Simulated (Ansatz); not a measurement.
## ZnS: Zn on a S site (antisite), symmetric start

Consider an 8-atom supercell of ZnS in the zinc blende structure (space group F-43m, No. 216; a = 5.357 Å) at its relaxed geometry.

Now apply this change: a neutral Zn on a S site (antisite), symmetric start, atoms relaxed at fixed cell.

All numbers come from PBEsol, PAW, 420 eV (Ansatz, a first-principles code; spin-orbit coupling left out). Settings: 5×5×5 k-points, 0.01 eV Fermi–Dirac smearing.

```yaml
energy_gained_by_relaxation: 0.12 eV
largest_displacement_of_a_host_atom_from_its_site_in_the_perfect_cell: 0.08 Å
mean_distance_from_the_defect_site_to_its_nearest_host_atoms: 239 pm (base 232 pm)
```

Final structure:

```yaml
crystal:
  lattice:
    - [-5.35666, 0.00000, 0.00000]
    - [0.00000, 0.00000, 5.35666]
    - [0.00000, 5.35666, 0.00000]
  atoms:
    - { symbol: Zn, position: [0.25000, 0.75000, 0.75000] }
    - { symbol: S, position: [0.75000, 0.75000, 0.25000] }
    - { symbol: S, position: [0.75000, 0.25000, 0.75000] }
    - { symbol: S, position: [0.25000, 0.25000, 0.25000] }
    - { symbol: Zn, position: [0.99191, 0.00809, 0.00809] }
    - { symbol: Zn, position: [0.50809, 0.00809, 0.49191] }
    - { symbol: Zn, position: [0.50809, 0.49191, 0.00809] }
    - { symbol: Zn, position: [0.99191, 0.49191, 0.49191] }
```

Cost of the whole job for the changed cell (relaxation, final SCF and bands): very roughly 40 core-seconds.

Other magnetic orders, which the real material may have, were not ruled out. In so small a cell the defect repeats every few ångströms: this is an ordered compound, not a dilute defect. A case with no gap was solved on a k-mesh chosen for an insulator, which is coarse for it. The defect started on the symmetric site and kept its symmetry, so it may sit on a saddle. Seeded moments were not kept for Zn on a S site (antisite). The defect cell is spin-polarised and ends with 0.2 μB, a fractional moment that hangs on the mesh and smearing.
